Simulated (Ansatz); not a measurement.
```xyz
2
Lattice="0.0000 2.7672 2.7028 2.7672 0.0000 2.7028 2.7672 2.7672 0.0000" Properties=species:S:1:pos:R:3 pbc="T T T"
Mg     0.0000     0.0000     0.0000
Se     2.7672     2.7672     2.7028
```

All values below come from PBEsol with spin-orbit coupling, rigid bands (plane waves, PAW; Ansatz, a first-principles code). Condition of this run: biaxial stress xx = yy = -2 GPa (compression positive) (the target of the relaxation). Geometry: cell and atoms relaxed with PBEsol, then loaded as said.

### Question
What conductivity effective mass do dilute holes have at 300 K?

### Answer
0.83 (x), 0.83 (y), 1.11 (z) mₑ.

### Question
Predict the electron conductivity mass (n e² τ/σ) at 300 K, by direction if it differs.

### Answer
0.26 (x), 0.26 (y), 0.45 (z) mₑ.

### Question
And the band gap?

### Answer
1.50 eV at this level; semilocal functionals usually fall short of the measured gap.

Rigid bands, one relaxation time for all states, no polarons.
